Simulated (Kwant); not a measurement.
System: wire with an antidot in a InAs two-dimensional gas. Effective mass 0.023 mₑ, grid spacing 8.3 nm, hard walls, nominal width 200 nm (25 grid rows, so walls 215.8 nm apart), one parabolic valley, scattering region 600 nm long along x; energies count from the band bottom; Fermi energy 0.0057 eV. Hard-wall hole of radius 51 nm, 0 nm off the axis. Perpendicular field swept from 0 to 0.52 T, also in the leads; orbital effect alone.

Constants are typed, rounded textbook-type inputs, not results; the design itself was drawn at random and stands for no fabricated device.

Model: effective-mass tight-binding model on a square grid, one spin, coherent transport at 0 K (Kwant). Conductance is in e²/h.

```tsv
B (T)	A	B	C	D	E
0.000	1.77	0.027	1.95	0.42	1.23
0.03015	1.77	0.027	1.95	0.42	1.23
0.06029	1.76	0.027	1.95	0.42	1.22
0.09044	1.75	0.027	1.95	0.42	1.21
0.1206	1.76	0.025	1.95	0.41	1.20
0.1507	1.79	0.022	1.94	0.41	1.19
0.1809	1.80	0.024	1.93	0.42	1.17
0.2110	1.74	0.030	1.91	0.43	1.16
0.2412	1.64	0.033	1.91	0.47	1.14
0.2713	1.58	0.026	1.91	0.42	1.09
0.3014	1.63	0.012	1.91	0.27	1.04
0.3316	1.75	0.014	1.65	0.41	0.99
0.3617	1.58	0.038	1.41	0.52	0.90
0.3919	1.27	0.051	1.38	0.45	0.67
0.4220	1.14	0.017	1.63	0.18	0.83
0.4522	1.05	0.00012	1.75	0.10	0.92
0.4823	1.09	0.017	1.16	0.39	0.91
0.5200	1.00	0.038	1.04	0.50	0.69
```

Question: Column A is the base. The others each differ by one change: Fermi energy 0.0057 → 0.0029 eV; Fermi energy 0.0057 → 0.004 eV; Fermi energy 0.0057 → 0.0048 eV; Fermi energy 0.0057 → 0.0068 eV. Which is which?

Answer: B: Fermi energy 0.0057 → 0.0029 eV; C: Fermi energy 0.0057 → 0.0068 eV; D: Fermi energy 0.0057 → 0.004 eV; E: Fermi energy 0.0057 → 0.0048 eV.
